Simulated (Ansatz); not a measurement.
Consider ZnS in the zinc blende structure (space group F-43m, No. 216; a = 5.2968 Å). Axes: x, y, z lie along the cube axes.

Calculations: LDA, PAW, 420 eV (Ansatz, a first-principles code; without spin-orbit coupling).

Before the change:

| Item | Value |
|---|---|
| Gap character | direct at Γ |
| Valence-band top at Γ | 0.00, 0.00, 0.00 eV |

Modification: the cell is stretched by 3.00 % along z with no lateral relaxation; the atoms relax in the strained cell.

Q: What does the calculation give for the stress after the change?

A: The stress (xx, yy, zz, yz, xz, xy; compression positive) is (-1.94, -1.94, -3.39, 0.00, 0.00, 0.00) GPa.

Q: What happens to the gap character?

A: The gap character stays direct at Γ.

Q: Predict the new valence-band top at Γ.

A: The valence-band top at Γ (three highest levels, from the VBM) becomes 0.00, 0.00, -0.12 eV (base: 0.00, 0.00, 0.00 eV).

Q: What does the calculation give for the energy relative to the base after the change?

A: The energy grows by 6.0 meV/atom.

No phonon test of stability was made. k-point labels follow each cell's own Brillouin zone.
